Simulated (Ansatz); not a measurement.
The starting structures come from a database of crystals and need not be the phases stable at ambient conditions.

Input:

```xyz
2
Lattice="4.0066 0.0000 0.0000 0.0000 4.0066 0.0000 2.0033 2.0033 2.8331" Properties=species:S:1:pos:R:3 pbc="T T T"
Mg     0.0000     0.0000     0.0000
S      2.0033     4.0066     1.4166
```

Space group of this cell: F-43m, zinc blende. The cell is taken as given.

The current runs along the normal of the first two printed vectors, the (001) plane. All runs by Ansatz (a program for electronic structure), plane waves and PAW, without spin-orbit coupling; the base is r2SCAN.

```
run                         mean pressure (GPa)  gap (eV)  mid-gap κ (1/Å)
--------------------------  -------------------  --------  ---------------
base                                       -0.1      4.13            0.283
all lengths scaled by 0.98                  3.9      4.27            0.296
all lengths scaled by 1.02                 -3.3         ?                ?
lda in place of r2scan                     -2.2         ?                ?
pbesol in place of r2scan                  -0.4         ?                ?
```

**Question.** Fill in the missing entries.

**Answer.** 
- all lengths scaled by 1.02, gap (eV): 3.82
- all lengths scaled by 1.02, mid-gap κ (1/Å): 0.271
- lda in place of r2scan, gap (eV): 3.17
- lda in place of r2scan, mid-gap κ (1/Å): 0.233
- pbesol in place of r2scan, gap (eV): 3.28
- pbesol in place of r2scan, mid-gap κ (1/Å): 0.240
